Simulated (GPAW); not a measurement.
Band structure of Ag2O (Pn-3m, 6 atoms in the cell).

```
CELL_PARAMETERS angstrom
      4.84352     0.00000     0.00000
      0.00000     4.84352     0.00000
      0.00000     0.00000     4.84352
ATOMIC_POSITIONS crystal
  Ag 0.75000 0.25000 0.75000
  Ag 0.25000 0.75000 0.75000
  Ag 0.75000 0.75000 0.25000
  Ag 0.25000 0.25000 0.25000
  O  0.00000 0.00000 0.00000
  O  0.50000 0.50000 0.50000
```

Computed with PBE, GPAW PAW datasets PBE (gpaw-data 1.0.1) (plane waves; GPAW).

Settings: mode = pw; ecut = 950 eV; xc = PBE; kpts = 5 5 5; mesh shift (steps) = 0 0 0; occupations.name = fermi-dirac; occupations.width = 0.05 eV; nbands = -14; symmetry.symmorphic = false; symmetry.tolerance = 0.0005; maxiter = 100; bandpath_npoints = 40.

The starting cell has typed, rounded lattice constants, without a prior relaxation at this level. Its lattice was rescaled by a random factor within 2.5 % of one. The run gives no clean gap (levels at the Fermi energy touch, overlap or are partly filled at this smearing), which alone does not show that the compound is a metal.

Levels in eV from the Fermi level, bands 37 to 44:
```csv
point,37,38,39,40,41,42,43,44
Γ,-2.52,-0.14,-0.07,-0.07,-0.07,2.19,2.19,6.84
X,-1.52,-1.52,-0.49,-0.49,1.92,1.92,4.70,4.70
M,-1.54,-1.54,-0.81,-0.81,2.04,2.04,3.59,3.59
R,-1.77,-0.70,-0.70,-0.70,2.68,2.68,2.68,4.59
```

Bands cross the Fermi level along this path, so the cell is metallic at this level.
